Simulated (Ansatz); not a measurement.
The reference is SrTe in the rock salt structure (space group Fm-3m, No. 225; a = 6.607 Å).

Level of theory: Ansatz (a program for electronic structure), PBEsol, PAW, cutoff 420 eV, spin-orbit coupling left out.

Strains are applied to the cell and any free atomic positions relax.

One change was made to it. Results:

The band gap decreases by 0.18 eV to 1.39 eV; the electron mass changes from 1.3 mₑ along k, 0.24 mₑ across (at X) to 1.3 mₑ along k, 0.23 mₑ across (at X); the gap character stays indirect, Γ → X; the pressure goes from zero to 2.46 GPa.

Problem. Which change produced these results?
A. isotropic strain +2.00 %
B. isotropic strain −1.00 %
C. isotropic strain −0.50 %
D. isotropic strain −3.00 %
E. isotropic strain −2.00 %

Solution. E, isotropic strain −2.00 %. For comparison, the band gap in the other runs: isotropic strain −0.50 % gives 1.53 eV; isotropic strain −3.00 % gives 1.29 eV; isotropic strain −1.00 % gives 1.48 eV; isotropic strain +2.00 % gives 1.72 eV.

With Te present, leaving out spin-orbit coupling can change the band edges. Masses are band curvatures over ±0.01 Å⁻¹ around the edge. Along k means along the line from Γ to the band edge. Whether these cells are dynamically stable was not tested.
